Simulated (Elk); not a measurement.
Input and output of a self-consistent single point for AlFe (P1, 2 atoms in the cell) (Elk).

Method of the run: Elk with LDA (PW92), all-electron FP-LAPW, Elk's shipped species files, APW+lo basis with extra local orbitals.

```
CELL_PARAMETERS angstrom
      2.84551     0.00000     0.00000
      0.00000     2.84551     0.00000
      0.00000     0.00000     2.84551
ATOMIC_POSITIONS crystal
  Al 0.00287 0.99805 0.00256
  Fe 0.49713 0.50195 0.49744
```
Moments meant for the start (each program seeds them in its own way; μB, in the order of the atoms Al Fe): 0.0 4.0.

Reference input (self-consistent single point, DFT, PBE, all-electron FP-LAPW, Elk's shipped species files, APW+lo basis with extra local orbitals): xctype = 20; spinpol = true; rgkmax = 7.5; stype = 0; swidth = 0.00499791 Ha; ngridk = 7 7 7; reducebf = 0.5; gmaxvr = 14 1/bohr; nxlo = 2; lorbcnd = true; rmtscf = 0.94; lmaxi = 3. This run's input differs from it in these lines:

```diff
@@ -2,5 +2,2 @@
   0
-
-xctype
-  20
```

The program printed (abridged):

```
│ Self-consistent loop started │
│ Loop number : 1 │
 total energy                :     -1516.30648910
 total moment                :    1.886958824
│ Loop number : 2 │
 total energy                :     -1516.19254651
 total moment                :    1.886230043
RMS change in Kohn-Sham potential (target) :   0.2464639970     (  0.1000000000E-05)
Absolute change in total energy (target)   :   0.1139425818     (  0.1000000000E-03)
│ Loop number : 3 │
 total energy                :     -1516.46922234
 total moment                :    1.856078353
RMS change in Kohn-Sham potential (target) :   0.2434520772     (  0.1000000000E-05)
   [... lines left out ...]
│ Loop number : 21 │
 total energy                :     -1512.53418777
 total moment                :  -0.5757936178
RMS change in Kohn-Sham potential (target) :   0.3267012237E-05 (  0.1000000000E-05)
Absolute change in total energy (target)   :   0.2002588371E-03 (  0.1000000000E-03)
│ Loop number : 22 │
 total energy                :     -1512.53408446
 total moment                :  -0.5754330430
RMS change in Kohn-Sham potential (target) :   0.5533629395E-06 (  0.1000000000E-05)
Absolute change in total energy (target)   :   0.5324633730E-04 (  0.1000000000E-03)
Convergence targets achieved

│ Loop number : 23 │

Energies :
 Fermi                       :     0.343418014150
 xc effective B-field        :    -0.686273565359E-02
 external B-field            :      0.00000000000
 total energy                :     -1512.53404612
 (external B-field energy excluded from total)

Density of states at Fermi energy :    67.37494058
 (states/Hartree/unit cell)

Estimated indirect band gap :   0.2292909408E-02
 from k-point    308 to k-point    304
Estimated direct band gap   :   0.1021315944E-01
 at k-point     51

Charges :
 core                        :    14.00000000
 valence                     :    25.00000000
 interstitial                :    2.821921999
 muffin-tins (core leakage)
  species :    1 (Al)
   atom    1                 :    11.18164978     (  0.1026008480E-02)
  species :    2 (Fe)
   [... lines left out ...]
 total charge                :    39.00000000
 error                       :   0.8502169462E-02

Moments :
 interstitial                :   0.6339726437E-02
 muffin-tins
  species :    1 (Al)
   atom    1                 :   0.1741429151E-01
  species :    2 (Fe)
   atom    1                 :  -0.5990610191
 total in muffin-tins        :  -0.5816467276
 total moment                :  -0.5753070012

│ Self-consistent loop stopped │
```

The run converged in 23 iterations. The count includes the last loop, which Elk runs after its targets are met. Against the reference run the size of the net moment moves little (0.30 to 0.29 μB/atom).

The starting cell comes from a database of computed structures (which also holds hypothetical and non-ambient phases and stackings), without a prior relaxation at this level. Its atoms were displaced at random from the sites of space group no. 221. The moments shrank to a small part of their start, a low-spin state that need not be the lowest. Values depend on the basis (sphere radii, cutoffs, local orbitals), which need not be converged. The log's line on a gap gives a spacing of levels on this mesh, which the program prints for metals too.

Cost on one core of a shared machine: roughly 4 min.
